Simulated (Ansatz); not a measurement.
Functionals compared on a constructed model of the (100) surface of fcc Rh, a pseudomorphic layer of Ge in the host's stacking (bottom of the slab: a bare face, its two planes held), in Ansatz (plane waves, PAW). The structure was relaxed with PBE; the other rows are single points on it. Cutoff 420 eV (500 eV for r2SCAN).

Model: 7-atom slab, 11.5 Å thick at the start, 14x14x1 mesh, Fermi-Dirac 0.1 eV, dipole correction, 2 atoms held, the rest relaxed; start symmetry kept, larger cells not searched; no spin, no spin-orbit, no U. It is one candidate, not shown to be the stable structure of the face. These notes are the PBE run's.

```json
[
 {"functional": "PBE", "work function of the top face (eV)": "4.89", "rough cost of the single point": "–"},
 {"functional": "RPBE", "work function of the top face (eV)": "?", "rough cost of the single point": "very roughly 60 core-seconds"},
 {"functional": "r2SCAN", "work function of the top face (eV)": "5.06", "rough cost of the single point": "very roughly 100 core-seconds"}
]
```

Problem. Complete the blanks.

Solution. 
- RPBE, work function of the top face (eV): 4.79

Ansatz is a first-principles code.
